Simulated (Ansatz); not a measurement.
MgS (P6₃mc, No. 186, 4 atoms in the cell; start mp-1185942; a measured phase of this formula has another space group), treated with PBEsol in Ansatz (plane waves, PAW).

Settings: plane-wave cutoff 520 eV, 12×12×6 k mesh (along the axes of the cell as run), Fermi–Dirac smearing 0.01 eV, scalar-relativistic PAW data made under PBE.

Cell (relaxed at this level):

```
MgS
1.0
    4.02849     0.00000     0.00000
   -2.01425     3.48878     0.00000
    0.00000     0.00000     6.41601
Mg S
2 2
Direct
  0.66667   0.33333   0.49628
  0.33333   0.66667   0.99628
  0.33333   0.66667   0.37871
  0.66667   0.33333   0.87871
```

**Question.** Estimate the band gap and bulk modulus that the calculation returns.

**Answer.** 
- band gap: 3.30 eV (on the SCF k mesh)
- bulk modulus: 57.5 GPa

Note: the relaxation could not lower the start's symmetry, so the cell can be a saddle point above a distorted one; the bulk modulus is −V dP/dV from two relaxed cells at ±2 % in volume.

The computed numbers hold no vibrational or temperature effects.

Computing time: very roughly 60 core-seconds.

A start named mp-… is a Materials Project structure, which need not be a measured phase.

Ansatz is an electronic-structure program.
